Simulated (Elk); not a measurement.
A self-consistent single point of KF (Fm-3m, 2 atoms in the cell) with Elk

Computed with PBE, all-electron FP-LAPW, Elk's shipped species files, APW+lo basis with extra local orbitals (Elk 10.2.4).

Input as run:

```
tasks
  0

xctype
  20

tforce
  .true.

rgkmax
  7.5

gmaxvr
  18.0

lmaxapw
  10

lmaxo
  8

nxlo
  2

lorbcnd
  .true.

lradstp
  2

nrmtscf
  2.0

lmaxi
  4

stype
  0

swidth
  0.0001

scale
  7.01370029

avec
    0.0000000000    0.7071067812    0.7071067812
    0.7071067812    0.0000000000    0.7071067812
    0.7071067812    0.7071067812    0.0000000000

atoms
  2   : nspecies
  'K.in'   : spfname
  1   : natoms; atposl, bfcmt below
  0.0000000000  0.0000000000  0.0000000000    0.0 0.0 0.0
  'F.in'   : spfname
  1   : natoms; atposl, bfcmt below
  0.5000000000  0.5000000000  0.5000000000    0.0 0.0 0.0

ngridk
  6 6 6
```

Output, abridged:

```
│ Elk code version 10.2.4 │

All units are atomic (Hartree, Bohr, etc.)

│ Ground-state run starting from atomic densities │

Lattice vectors :
   0.000000000       4.959435036       4.959435036
   4.959435036       0.000000000       4.959435036
   4.959435036       4.959435036       0.000000000

Unit cell volume      :    243.9644874
Brillouin zone volume :    1.016747216

Muffin-tin inner radius fraction :   0.1000000000E-01

Nuclei treated as point charges

Species :    1 (K)
 parameters loaded from : K.in
 name : potassium
 nuclear charge    :   -19.00000000
 electronic charge :    19.00000000
 atomic mass :    71271.84084
 muffin-tin radius :    2.400000000
 number of radial points in muffin-tin :    999
 atomic positions (lattice), magnetic fields (Cartesian) :
   1 :   0.00000000  0.00000000  0.00000000    0.00000000  0.00000000  0.00000000

Species :    2 (F)
 parameters loaded from : F.in
 name : fluorine
 nuclear charge    :   -9.000000000
 electronic charge :    9.000000000
 atomic mass :    34631.97042
 muffin-tin radius :    2.000000000
 number of radial points in muffin-tin :    599
 atomic positions (lattice), magnetic fields (Cartesian) :
   1 :   0.50000000  0.50000000  0.50000000    0.00000000  0.00000000  0.00000000

Total number of atoms per unit cell :    2

Spin treatment :
 spin-unpolarised

Number of Bravais lattice symmetries :   48
Number of crystal symmetries         :   48
Crystal has inversion symmetry
Real symmetric eigensolver will be used

k-point grid :      6     6     6
k-point offset :    0.000000000       0.000000000       0.000000000
k-point set is reduced with full crystal symmetry group
Total number of k-points :       16

Muffin-tin radius times maximum |G+k| :    7.500000000
 using average radius
Maximum |G+k| for APW functions       :    3.409090909
Maximum (1/2)|G+k|²                   :    5.810950413
Maximum |G| for potential and density :    18.00000000
 potential will be trimmed for |G| > 2 gkmax
Constant for pseudocharge density :   11
Radial integration step length :    2

G-vector grid sizes :     42    42    42
Number of G-vectors :    23973

Maximum angular momentum used for
 APW functions                      :   10
 outer part of muffin-tin           :    8
 inner part of muffin-tin           :    4

Total nuclear charge    :   -28.00000000
Total core charge       :    12.00000000
Total valence charge    :    16.00000000
Total excess charge     :    0.000000000
Total electronic charge :    28.00000000

Effective Wigner radius, rₛ :    1.276517160

Number of empty states         :    8
Total number of valence states :   16
Total number of core states    :   12

Conduction state local-orbitals added automatically
Total number of local-orbitals :  202

Exchange-correlation functional :     20     0     0
 Perdew-Burke-Ernzerhof, Phys. Rev. Lett. 77, 3865 (1996)
 gradient requirement :    1
 generalised gradient approximation (GGA)

Smearing type :    0
 Gaussian
Smearing width :   0.1000000000E-03
Effective electronic temperature (K) :    31.57750248

Mixing type :    3
 Broyden mixing, J. Phys. A: Math. Gen. 17, L317 (1984)

Kohn-Sham potential initialised from atomic data

│ Self-consistent loop started │
│ Loop number : 1 │
 total energy                :     -706.992446114
│ Loop number : 2 │
 total energy                :     -706.918886185
RMS change in Kohn-Sham potential (target) :   0.7037910477     (  0.1000000000E-05)
Absolute change in total energy (target)   :   0.7355992875E-01 (  0.1000000000E-03)
│ Loop number : 3 │
 total energy                :     -706.771601367
RMS change in Kohn-Sham potential (target) :   0.6778466640     (  0.1000000000E-05)
Absolute change in total energy (target)   :   0.1656748002     (  0.1000000000E-03)
│ Loop number : 4 │
 total energy                :     -704.168142957
RMS change in Kohn-Sham potential (target) :   0.2976087681     (  0.1000000000E-05)
Absolute change in total energy (target)   :    2.644877110     (  0.1000000000E-03)
│ Loop number : 5 │
 total energy                :     -702.736458607
RMS change in Kohn-Sham potential (target) :   0.9452999375E-01 (  0.1000000000E-05)
Absolute change in total energy (target)   :    2.092903628     (  0.1000000000E-03)
│ Loop number : 6 │
 total energy                :     -702.382035076
RMS change in Kohn-Sham potential (target) :   0.3045708775E-01 (  0.1000000000E-05)
Absolute change in total energy (target)   :   0.8776494374     (  0.1000000000E-03)
│ Loop number : 7 │
 total energy                :     -702.161843098
RMS change in Kohn-Sham potential (target) :   0.3653205272E-02 (  0.1000000000E-05)
Absolute change in total energy (target)   :   0.4396043376     (  0.1000000000E-03)
│ Loop number : 8 │
 total energy                :     -702.165087713
RMS change in Kohn-Sham potential (target) :   0.1201748847E-02 (  0.1000000000E-05)
Absolute change in total energy (target)   :   0.1066564693     (  0.1000000000E-03)
│ Loop number : 9 │
 total energy                :     -702.156035596
RMS change in Kohn-Sham potential (target) :   0.3580939490E-03 (  0.1000000000E-05)
Absolute change in total energy (target)   :   0.3571623470E-01 (  0.1000000000E-03)
│ Loop number : 10 │
 total energy                :     -702.156704506
RMS change in Kohn-Sham potential (target) :   0.1357377797E-03 (  0.1000000000E-05)
Absolute change in total energy (target)   :   0.8260148553E-02 (  0.1000000000E-03)
│ Loop number : 11 │
 total energy                :     -702.155608615
RMS change in Kohn-Sham potential (target) :   0.4883154174E-04 (  0.1000000000E-05)
Absolute change in total energy (target)   :   0.3160927444E-02 (  0.1000000000E-03)
│ Loop number : 12 │
 total energy                :     -702.155098830
RMS change in Kohn-Sham potential (target) :   0.2084370803E-05 (  0.1000000000E-05)
Absolute change in total energy (target)   :   0.1300017725E-02 (  0.1000000000E-03)
│ Loop number : 13 │
 total energy                :     -702.155087594
RMS change in Kohn-Sham potential (target) :   0.1544815252E-05 (  0.1000000000E-05)
Absolute change in total energy (target)   :   0.3362400821E-03 (  0.1000000000E-03)
│ Loop number : 14 │
 total energy                :     -702.155085625
RMS change in Kohn-Sham potential (target) :   0.3343554551E-06 (  0.1000000000E-05)
Absolute change in total energy (target)   :   0.8602856565E-04 (  0.1000000000E-03)
Convergence targets achieved

│ Loop number : 15 │

Energies :
 Fermi                       :    -0.288857727696E-01
 sum of eigenvalues          :     -397.072655863
 electron kinetic            :      706.196966110
 core electron kinetic       :      645.783793071
 Coulomb                     :     -1364.40091547
 Coulomb potential           :     -1046.48352770
 nuclear-nuclear             :     -102.241436951
 electron-nuclear            :     -1477.83542935
 Hartree                     :      215.675950824
 Madelung                    :     -841.159151623
 xc potential                :     -56.7860942750
 exchange                    :     -42.8858992556
 correlation                 :     -1.06523262007
 total energy                :     -702.155081238

Density of states at Fermi energy :   0.8412819166E-05
 (states/Hartree/unit cell)

Estimated indirect band gap :   0.2389984260
 from k-point      1 to k-point      1
Estimated direct band gap   :   0.2389984260
 at k-point      1

Charges :
 core                        :    12.00000000
 valence                     :    16.00000000
 interstitial                :    1.350154892
 muffin-tins (core leakage)
  species :    1 (K)
   atom    1                 :    17.63237499     (  0.1154682270E-06)
  species :    2 (F)
   atom    1                 :    9.017470123     (  0.2823830059E-10)
 total in muffin-tins        :    26.64984511
 total calculated charge     :    27.99993770
 total charge                :    28.00000000
 error                       :   0.6229513502E-04

│ Self-consistent loop stopped │

Forces :
 species :    1 (K)
  atom :    1
   Hellmann-Feynman          :     0.00000000    0.00000000    0.00000000
   IBS                       :    -0.00000000   -0.00000000   -0.00000000
   total force               :     0.00000000   -0.00000000    0.00000000
   total magnitude           :     0.00000000
 species :    2 (F)
  atom :    1
   Hellmann-Feynman          :     0.00000000    0.00000000    0.00000000
   IBS                       :    -0.00000000   -0.00000000   -0.00000000
   total force               :    -0.00000000    0.00000000   -0.00000000
   total magnitude           :     0.00000000
```

The run converged in 15 iterations. The count includes the last loop, which Elk runs after its targets are met.

The starting cell comes from a database of computed structures (which also holds hypothetical and non-ambient phases and stackings), without a prior relaxation at this level. Its lattice was rescaled by a random factor within 2.5 % of one. Values depend on the basis (sphere radii, cutoffs, local orbitals), which need not be converged.
